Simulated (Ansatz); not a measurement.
Electronic density of states of amorphous Al$_{60}$O$_{96}$H$_{12}$, density 2.86 g/cm³, on a 2×2×2 Γ-centred mesh with a Gaussian width of 0.1 eV; energies count from the Fermi level, whose place inside the gap is arbitrary. Cell and mesh are small, so fine structure isn't converged. Level of theory: PBE, scalar-relativistic without spin-orbit coupling (plane waves to 420 eV, PAW; Ansatz, a program for electronic structure). Sampling: a 2×2×2 Γ-centred mesh; Fermi-Dirac width 0.02 eV; no spin polarisation. At PBE the levels at the filled edge of the gap are localised (band-tail or defect states), and the nearest spread-out levels lie 4.2 eV apart at the zone centre.

A CHGNet melt-quench gave the starting glass, which DFT then relaxed. O atoms were pushed apart under 1.9 Å during the dynamics, to hinder bonds among them. The hot cell started wider than the set density and was brought back towards it in steps. It is the lowest in DFT energy of 4 quenches. It is a model cell: composition and starting density were chosen by hand, and all elements were melted together. No dispersion term was used. Its density started from a set value of 2.83 and ended at 2.86 g/cm³. The simulated quench (nominally 280 K/ps over its main leg) is rapid and tends to freeze in more defects than a deposited or slowly cooled glass has. One small periodic cell is one sample of the glass; other quenches scatter about these values. Volume and shape were free in the relaxation.

```json
[
 {"E - EF (eV)": "-12.00", "states/(eV atom)": "0.00"},
 {"E - EF (eV)": "-11.90", "states/(eV atom)": "0.00"},
 {"E - EF (eV)": "-11.80", "states/(eV atom)": "0.00"},
 {"E - EF (eV)": "-11.70", "states/(eV atom)": "0.00"},
 {"E - EF (eV)": "-11.60", "states/(eV atom)": "0.00"},
 {"E - EF (eV)": "-11.50", "states/(eV atom)": "0.00"},
 {"E - EF (eV)": "-11.40", "states/(eV atom)": "0.00"},
 {"E - EF (eV)": "-11.30", "states/(eV atom)": "0.00"},
 {"E - EF (eV)": "-11.20", "states/(eV atom)": "0.00"},
 {"E - EF (eV)": "-11.10", "states/(eV atom)": "0.00"},
 {"E - EF (eV)": "-11.00", "states/(eV atom)": "0.00"},
 {"E - EF (eV)": "-10.90", "states/(eV atom)": "0.00"},
 {"E - EF (eV)": "-10.80", "states/(eV atom)": "0.00"},
 {"E - EF (eV)": "-10.70", "states/(eV atom)": "0.00"},
 {"E - EF (eV)": "-10.60", "states/(eV atom)": "0.00"},
 {"E - EF (eV)": "-10.50", "states/(eV atom)": "0.00"},
 {"E - EF (eV)": "-10.40", "states/(eV atom)": "0.00"},
 {"E - EF (eV)": "-10.30", "states/(eV atom)": "0.00"},
 {"E - EF (eV)": "-10.20", "states/(eV atom)": "0.00"},
 {"E - EF (eV)": "-10.10", "states/(eV atom)": "0.00"},
 {"E - EF (eV)": "-10.00", "states/(eV atom)": "0.01"},
 {"E - EF (eV)": "-9.90", "states/(eV atom)": "0.05"},
 {"E - EF (eV)": "-9.80", "states/(eV atom)": "0.06"},
 {"E - EF (eV)": "-9.70", "states/(eV atom)": "0.08"},
 {"E - EF (eV)": "-9.60", "states/(eV atom)": "0.12"},
 {"E - EF (eV)": "-9.50", "states/(eV atom)": "0.08"},
 {"E - EF (eV)": "-9.40", "states/(eV atom)": "0.06"},
 {"E - EF (eV)": "-9.30", "states/(eV atom)": "0.06"},
 {"E - EF (eV)": "-9.20", "states/(eV atom)": "0.06"},
 {"E - EF (eV)": "-9.10", "states/(eV atom)": "0.07"},
 {"E - EF (eV)": "-9.00", "states/(eV atom)": "0.13"},
 {"E - EF (eV)": "-8.90", "states/(eV atom)": "0.10"},
 {"E - EF (eV)": "-8.80", "states/(eV atom)": "0.12"},
 {"E - EF (eV)": "-8.70", "states/(eV atom)": "0.21"},
 {"E - EF (eV)": "-8.60", "states/(eV atom)": "0.21"},
 {"E - EF (eV)": "-8.50", "states/(eV atom)": "0.19"},
 {"E - EF (eV)": "-8.40", "states/(eV atom)": "0.21"},
 {"E - EF (eV)": "-8.30", "states/(eV atom)": "0.26"},
 {"E - EF (eV)": "-8.20", "states/(eV atom)": "0.32"},
 {"E - EF (eV)": "-8.10", "states/(eV atom)": "0.36"},
 {"E - EF (eV)": "-8.00", "states/(eV atom)": "0.32"},
 {"E - EF (eV)": "-7.90", "states/(eV atom)": "0.30"},
 {"E - EF (eV)": "-7.80", "states/(eV atom)": "0.32"},
 {"E - EF (eV)": "-7.70", "states/(eV atom)": "0.33"},
 {"E - EF (eV)": "-7.60", "states/(eV atom)": "0.37"},
 {"E - EF (eV)": "-7.50", "states/(eV atom)": "0.39"},
 {"E - EF (eV)": "-7.40", "states/(eV atom)": "0.39"},
 {"E - EF (eV)": "-7.30", "states/(eV atom)": "0.39"},
 {"E - EF (eV)": "-7.20", "states/(eV atom)": "0.38"},
 {"E - EF (eV)": "-7.10", "states/(eV atom)": "0.36"},
 {"E - EF (eV)": "-7.00", "states/(eV atom)": "0.37"},
 {"E - EF (eV)": "-6.90", "states/(eV atom)": "0.41"},
 {"E - EF (eV)": "-6.80", "states/(eV atom)": "0.42"},
 {"E - EF (eV)": "-6.70", "states/(eV atom)": "0.41"},
 {"E - EF (eV)": "-6.60", "states/(eV atom)": "0.41"},
 {"E - EF (eV)": "-6.50", "states/(eV atom)": "0.46"},
 {"E - EF (eV)": "-6.40", "states/(eV atom)": "0.51"},
 {"E - EF (eV)": "-6.30", "states/(eV atom)": "0.53"},
 {"E - EF (eV)": "-6.20", "states/(eV atom)": "0.51"},
 {"E - EF (eV)": "-6.10", "states/(eV atom)": "0.51"},
 {"E - EF (eV)": "-6.00", "states/(eV atom)": "0.52"},
 {"E - EF (eV)": "-5.90", "states/(eV atom)": "0.52"},
 {"E - EF (eV)": "-5.80", "states/(eV atom)": "0.50"},
 {"E - EF (eV)": "-5.70", "states/(eV atom)": "0.52"},
 {"E - EF (eV)": "-5.60", "states/(eV atom)": "0.54"},
 {"E - EF (eV)": "-5.50", "states/(eV atom)": "0.57"},
 {"E - EF (eV)": "-5.40", "states/(eV atom)": "0.59"},
 {"E - EF (eV)": "-5.30", "states/(eV atom)": "0.57"},
 {"E - EF (eV)": "-5.20", "states/(eV atom)": "0.54"},
 {"E - EF (eV)": "-5.10", "states/(eV atom)": "0.58"},
 {"E - EF (eV)": "-5.00", "states/(eV atom)": "0.59"},
 {"E - EF (eV)": "-4.90", "states/(eV atom)": "0.60"},
 {"E - EF (eV)": "-4.80", "states/(eV atom)": "0.62"},
 {"E - EF (eV)": "-4.70", "states/(eV atom)": "0.63"},
 {"E - EF (eV)": "-4.60", "states/(eV atom)": "0.62"},
 {"E - EF (eV)": "-4.50", "states/(eV atom)": "0.64"},
 {"E - EF (eV)": "-4.40", "states/(eV atom)": "0.67"},
 {"E - EF (eV)": "-4.30", "states/(eV atom)": "0.69"},
 {"E - EF (eV)": "-4.20", "states/(eV atom)": "0.72"},
 {"E - EF (eV)": "-4.10", "states/(eV atom)": "0.73"},
 {"E - EF (eV)": "-4.00", "states/(eV atom)": "0.71"},
 {"E - EF (eV)": "-3.90", "states/(eV atom)": "0.70"},
 {"E - EF (eV)": "-3.80", "states/(eV atom)": "0.67"},
 {"E - EF (eV)": "-3.70", "states/(eV atom)": "0.67"},
 {"E - EF (eV)": "-3.60", "states/(eV atom)": "0.73"},
 {"E - EF (eV)": "-3.50", "states/(eV atom)": "0.74"},
 {"E - EF (eV)": "-3.40", "states/(eV atom)": "0.67"},
 {"E - EF (eV)": "-3.30", "states/(eV atom)": "0.65"},
 {"E - EF (eV)": "-3.20", "states/(eV atom)": "0.69"},
 {"E - EF (eV)": "-3.10", "states/(eV atom)": "0.68"},
 {"E - EF (eV)": "-3.00", "states/(eV atom)": "0.62"},
 {"E - EF (eV)": "-2.90", "states/(eV atom)": "0.59"},
 {"E - EF (eV)": "-2.80", "states/(eV atom)": "0.59"},
 {"E - EF (eV)": "-2.70", "states/(eV atom)": "0.54"},
 {"E - EF (eV)": "-2.60", "states/(eV atom)": "0.44"},
 {"E - EF (eV)": "-2.50", "states/(eV atom)": "0.35"},
 {"E - EF (eV)": "-2.40", "states/(eV atom)": "0.28"},
 {"E - EF (eV)": "-2.30", "states/(eV atom)": "0.27"},
 {"E - EF (eV)": "-2.20", "states/(eV atom)": "0.22"},
 {"E - EF (eV)": "-2.10", "states/(eV atom)": "0.16"},
 {"E - EF (eV)": "-2.00", "states/(eV atom)": "0.11"},
 {"E - EF (eV)": "-1.90", "states/(eV atom)": "0.09"},
 {"E - EF (eV)": "-1.80", "states/(eV atom)": "0.11"},
 {"E - EF (eV)": "-1.70", "states/(eV atom)": "0.08"},
 {"E - EF (eV)": "-1.60", "states/(eV atom)": "0.07"},
 {"E - EF (eV)": "-1.50", "states/(eV atom)": "0.03"},
 {"E - EF (eV)": "-1.40", "states/(eV atom)": "0.00"},
 {"E - EF (eV)": "-1.30", "states/(eV atom)": "0.00"},
 {"E - EF (eV)": "-1.20", "states/(eV atom)": "0.00"},
 {"E - EF (eV)": "-1.10", "states/(eV atom)": "0.00"},
 {"E - EF (eV)": "-1.00", "states/(eV atom)": "0.00"},
 {"E - EF (eV)": "-0.90", "states/(eV atom)": "0.00"},
 {"E - EF (eV)": "-0.80", "states/(eV atom)": "0.00"},
 {"E - EF (eV)": "-0.70", "states/(eV atom)": "0.00"},
 {"E - EF (eV)": "-0.60", "states/(eV atom)": "0.00"},
 {"E - EF (eV)": "-0.50", "states/(eV atom)": "0.00"},
 {"E - EF (eV)": "-0.40", "states/(eV atom)": "0.00"},
 {"E - EF (eV)": "-0.30", "states/(eV atom)": "0.00"},
 {"E - EF (eV)": "-0.20", "states/(eV atom)": "0.00"},
 {"E - EF (eV)": "-0.10", "states/(eV atom)": "0.00"},
 {"E - EF (eV)": "0.00", "states/(eV atom)": "0.00"},
 {"E - EF (eV)": "0.10", "states/(eV atom)": "0.00"},
 {"E - EF (eV)": "0.20", "states/(eV atom)": "0.00"},
 {"E - EF (eV)": "0.30", "states/(eV atom)": "0.00"},
 {"E - EF (eV)": "0.40", "states/(eV atom)": "0.00"},
 {"E - EF (eV)": "0.50", "states/(eV atom)": "0.00"},
 {"E - EF (eV)": "0.60", "states/(eV atom)": "0.00"},
 {"E - EF (eV)": "0.70", "states/(eV atom)": "0.00"},
 {"E - EF (eV)": "0.80", "states/(eV atom)": "0.00"},
 {"E - EF (eV)": "0.90", "states/(eV atom)": "0.00"},
 {"E - EF (eV)": "1.00", "states/(eV atom)": "0.00"},
 {"E - EF (eV)": "1.10", "states/(eV atom)": "0.00"},
 {"E - EF (eV)": "1.20", "states/(eV atom)": "0.00"},
 {"E - EF (eV)": "1.30", "states/(eV atom)": "0.00"},
 {"E - EF (eV)": "1.40", "states/(eV atom)": "0.00"},
 {"E - EF (eV)": "1.50", "states/(eV atom)": "0.01"},
 {"E - EF (eV)": "1.60", "states/(eV atom)": "0.01"},
 {"E - EF (eV)": "1.70", "states/(eV atom)": "0.00"},
 {"E - EF (eV)": "1.80", "states/(eV atom)": "0.00"},
 {"E - EF (eV)": "1.90", "states/(eV atom)": "0.01"},
 {"E - EF (eV)": "2.00", "states/(eV atom)": "0.02"},
 {"E - EF (eV)": "2.10", "states/(eV atom)": "0.03"},
 {"E - EF (eV)": "2.20", "states/(eV atom)": "0.02"},
 {"E - EF (eV)": "2.30", "states/(eV atom)": "0.02"},
 {"E - EF (eV)": "2.40", "states/(eV atom)": "0.03"},
 {"E - EF (eV)": "2.50", "states/(eV atom)": "0.04"},
 {"E - EF (eV)": "2.60", "states/(eV atom)": "0.05"},
 {"E - EF (eV)": "2.70", "states/(eV atom)": "0.05"},
 {"E - EF (eV)": "2.80", "states/(eV atom)": "0.03"},
 {"E - EF (eV)": "2.90", "states/(eV atom)": "0.03"},
 {"E - EF (eV)": "3.00", "states/(eV atom)": "0.03"},
 {"E - EF (eV)": "3.10", "states/(eV atom)": "0.04"},
 {"E - EF (eV)": "3.20", "states/(eV atom)": "0.06"},
 {"E - EF (eV)": "3.30", "states/(eV atom)": "0.07"},
 {"E - EF (eV)": "3.40", "states/(eV atom)": "0.07"},
 {"E - EF (eV)": "3.50", "states/(eV atom)": "0.09"},
 {"E - EF (eV)": "3.60", "states/(eV atom)": "0.10"},
 {"E - EF (eV)": "3.70", "states/(eV atom)": "0.11"},
 {"E - EF (eV)": "3.80", "states/(eV atom)": "0.10"},
 {"E - EF (eV)": "3.90", "states/(eV atom)": "0.09"},
 {"E - EF (eV)": "4.00", "states/(eV atom)": "0.09"},
 {"E - EF (eV)": "4.10", "states/(eV atom)": "0.11"},
 {"E - EF (eV)": "4.20", "states/(eV atom)": "0.13"},
 {"E - EF (eV)": "4.30", "states/(eV atom)": "0.14"},
 {"E - EF (eV)": "4.40", "states/(eV atom)": "0.16"},
 {"E - EF (eV)": "4.50", "states/(eV atom)": "0.16"},
 {"E - EF (eV)": "4.60", "states/(eV atom)": "0.19"},
 {"E - EF (eV)": "4.70", "states/(eV atom)": "0.21"},
 {"E - EF (eV)": "4.80", "states/(eV atom)": "0.23"},
 {"E - EF (eV)": "4.90", "states/(eV atom)": "0.24"},
 {"E - EF (eV)": "5.00", "states/(eV atom)": "0.26"},
 {"E - EF (eV)": "5.10", "states/(eV atom)": "0.28"},
 {"E - EF (eV)": "5.20", "states/(eV atom)": "0.30"},
 {"E - EF (eV)": "5.30", "states/(eV atom)": "0.32"},
 {"E - EF (eV)": "5.40", "states/(eV atom)": "0.30"},
 {"E - EF (eV)": "5.50", "states/(eV atom)": "0.30"},
 {"E - EF (eV)": "5.60", "states/(eV atom)": "0.32"},
 {"E - EF (eV)": "5.70", "states/(eV atom)": "0.33"},
 {"E - EF (eV)": "5.80", "states/(eV atom)": "0.32"},
 {"E - EF (eV)": "5.90", "states/(eV atom)": "0.34"},
 {"E - EF (eV)": "6.00", "states/(eV atom)": "0.34"}
]
```

The level gap on this mesh is 3.15 eV; the broadening fills part of it in the curve.
